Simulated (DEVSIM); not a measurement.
## Schottky contact on n-type Si

Device: Schottky contact on n-type Si, at 300 K.

| layer (left to right) | material | thickness (μm) | Nd (cm⁻³) | τn (s) | τp (s) |
|---|---|---|---|---|---|
| 1 | Si | 0.400 | 1.1e16 | 1.2e-6 | 1.2e-6 |

Left contact: Schottky, work function 4.81 eV, emission velocity 1e7 cm/s. Right contact: ohmic. Voltage is applied to the left contact. Recombination: SRH at mid-gap, radiative. Mobility is constant in doping.

The device is made up for the run: typed textbook-type constants, with dimensions and the other settings drawn at random. Values at 300 K.

```csv
parameter,Si
gap (eV),1.124
affinity (eV),4.05
permittivity,11.7
Nc (cm⁻³),2.86e19
Nv (cm⁻³),3.1e19
μn (cm²/Vs),1417
μp (cm²/Vs),470
B (cm³/s),4.7e-15
```

Simulated with DEVSIM: 1D drift-diffusion, Boltzmann statistics, complete ionisation; no tunnelling, impact ionisation, image-force lowering or self-heating. Metal contacts follow the ideal Schottky-Mott rule: no Fermi-level pinning, no interface dipoles.

Potential step across the device at zero bias: 0.557 V
Largest field in the device at zero bias: 42000 V/cm
Dark forward voltage at 1 A/cm²: 0.310 V
Dark forward voltage at 100 A/cm²: 0.435 V

Dark reverse current:

```json
[
 {"V (V)": "-0.20", "J (A/cm²)": "-6.8e-6"},
 {"V (V)": "-0.50", "J (A/cm²)": "-7.0e-6"},
 {"V (V)": "-1.00", "J (A/cm²)": "-7.2e-6"},
 {"V (V)": "-1.50", "J (A/cm²)": "-7.3e-6"},
 {"V (V)": "-2.00", "J (A/cm²)": "-7.3e-6"},
 {"V (V)": "-3.00", "J (A/cm²)": "-7.5e-6"},
 {"V (V)": "-4.00", "J (A/cm²)": "-7.6e-6"},
 {"V (V)": "-5.00", "J (A/cm²)": "-7.6e-6"},
 {"V (V)": "-6.50", "J (A/cm²)": "-7.7e-6"},
 {"V (V)": "-8.00", "J (A/cm²)": "-7.8e-6"}
]
```

Small-signal capacitance in reverse bias (quasi-static):

```tsv
V (V)	C (nF/cm²)
-0.2	35.4
-0.5	30.0
-1	26.6
-1.5	26.0
-2	25.9
-3	25.9
-4	25.9
-5	25.9
-6.5	25.9
-8	25.9
```
